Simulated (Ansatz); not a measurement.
The starting structures come from a database of crystals and need not be the phases stable at ambient conditions.

 Where the default PAW files enter, the runs use the earlier of Ansatz's two default sets.

Tunnelling through a barrier is set by its complex band structure: the current falls as exp(−2κd) with the smallest κ.

Consider the following.

```xyz
8
Lattice="4.8028 0.0000 0.0000 0.0000 6.7921 0.0000 0.0000 3.3961 3.3295" Properties=species:S:1:pos:R:3 pbc="T T T"
Si     1.6213     7.3870     1.6647
Si     4.0227     4.4993     0.0000
Si     3.1815     5.0941     2.7463
Si     0.7801     3.3961     2.2479
Ru     3.0229     2.5770     1.6647
Ru     0.6215     2.5171     0.0000
Ru     1.7799     5.0941     0.8030
Ru     4.1812     6.7921     0.8617
```

Space group of this cell: P2_1. The cell is strained (lengths across the current scaled by 1.02, ions clamped); by r2SCAN its mean pressure is -9.7 GPa.

Transport runs along the normal of the first two printed cell vectors.

No gap correction and no spin-orbit coupling; mid-gap values are interpolated between computed energies.

Question: Give the band gap and the smallest decay constant κ at mid-gap that r2SCAN in Ansatz (a quantum-chemistry and plane-wave program) yields.

Answer: Gap 0.28 eV on a 6×6×10 mesh; κ = 0.116 1/Å, at (0.000, 0.167) of the in-plane reciprocal vectors. At the zone centre, at the nearest computed energy, the slowest state has κ = 0.13 1/Å.
